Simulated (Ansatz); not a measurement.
Input:

```yaml
crystal:
  lattice:
    - [0.00000, 2.01044, 2.01044]
    - [2.01044, 0.00000, 2.01044]
    - [2.01044, 2.01044, 0.00000]
  atoms:
    - { symbol: Ag, position: [0.00000, 0.00000, 0.00000] }
```

No spin polarisation.

Computed with plane-wave PAW DFT at the LDA level (Ansatz, a program for electronic structure, 420 eV), no spin-orbit coupling. Settings: 28×28×28 k-points, 0.1 eV Fermi–Dirac smearing.

Q: Predict the band gap.

A: Zero.

Q: What space group does the calculation give?

A: Fm-3m (No. 225).

Q: Predict the pressure.

A: -2.0 GPa.

The cells carry an imposed strain or load. Whether these cells are dynamically stable was not tested. The cell was made from Ag in the fcc (Cu type) structure (space group Fm-3m, No. 225) by this change: isotropic strain +0.50 %.
